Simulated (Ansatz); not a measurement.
**Pressure series in CaPdF4**

Start from CaPdF4 (space group I4/mcm, No. 140; a cell from a computed database, its experimental status unchecked).

```
CaPdF4
1.0
   -2.76470     2.76470     5.26383
    2.76470    -2.76470     5.26383
    2.76470     2.76470    -5.26383
Ca Pd F
2 2 8
Direct
  0.75000   0.75000   0.00000
  0.25000   0.25000   0.00000
  0.00000   0.50000   0.50000
  0.50000   0.00000   0.50000
  0.95940   0.45940   0.14681
  0.04060   0.54060   0.85319
  0.45940   0.31259   0.50000
  0.54060   0.68741   0.50000
  0.31259   0.81259   0.85319
  0.68741   0.18741   0.14681
  0.81259   0.95940   0.50000
  0.18741   0.04060   0.50000
```

Cell and atoms are relaxed at each pressure.

All numbers come from r2SCAN (Ansatz, a first-principles code), without spin-orbit coupling.

```json
[
 {"variant": "base", "c/a ratio": "1.904", "lattice parameter a": "10.449 bohr", "width of the top valence band": "0.12 eV"},
 {"variant": "pressure −2 GPa", "c/a ratio": "1.895", "lattice parameter a": "10.553 bohr", "width of the top valence band": "0.11 eV"},
 {"variant": "pressure −1 GPa", "c/a ratio": "1.900", "lattice parameter a": "10.499 bohr", "width of the top valence band": "0.11 eV"},
 {"variant": "pressure 3 GPa", "c/a ratio": "1.918", "lattice parameter a": "10.311 bohr", "width of the top valence band": "0.12 eV"},
 {"variant": "pressure 7 GPa", "c/a ratio": "1.934", "lattice parameter a": "10.156 bohr", "width of the top valence band": "0.13 eV"},
 {"variant": "pressure 15 GPa", "c/a ratio": "1.962", "lattice parameter a": "9.910 bohr", "width of the top valence band": "0.13 eV"},
 {"variant": "pressure 30 GPa", "c/a ratio": "2.010", "lattice parameter a": "9.565 bohr", "width of the top valence band": "0.14 eV"},
 {"variant": "pressure 50 GPa", "c/a ratio": "2.073", "lattice parameter a": "9.217 bohr", "width of the top valence band": "0.14 eV"},
 {"variant": "pressure 75 GPa", "c/a ratio": "2.164", "lattice parameter a": "8.859 bohr", "width of the top valence band": "0.17 eV"},
 {"variant": "pressure 100 GPa", "c/a ratio": "2.271", "lattice parameter a": "8.541 bohr", "width of the top valence band": "0.24 eV"}
]
```

The levels and masses belong to the bands next to the band gap. Load acts through the strain it causes; cell and atoms are relaxed under it. Whether these cells are dynamically stable was not tested. Competing high-pressure phases were not computed.
